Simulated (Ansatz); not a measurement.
Take KCl in the rock salt structure (space group Fm-3m, No. 225; a = 6.381 Å) as the base.

All numbers come from PBE in Ansatz (plane waves to 420 eV, PAW, without spin-orbit coupling).

One change was made to it. Results:

```
quantity                           base     after
-----------------------------  --------  --------
lattice parameter a            638.1 pm  634.4 pm
width of the top valence band   0.45 eV   0.46 eV
band gap                        5.05 eV   5.11 eV
```

### Question
Which of these changes matches the shifts?
A) pressure 10 GPa
B) pressure 0.3 GPa
C) pressure 7.5 GPa
D) pressure −2 GPa
E) pressure 3 GPa

### Answer
B, pressure 0.3 GPa. For comparison, the band gap in the other runs: pressure 7.5 GPa gives 6.01 eV; pressure 3 GPa gives 5.52 eV; pressure 10 GPa gives 6.14 eV; pressure −2 GPa gives 4.47 eV.

Load acts through the strain it causes; cell and atoms are relaxed under it. Stability against distortions was not tested. No other phases were tried under pressure.

Ansatz is an electronic-structure program.
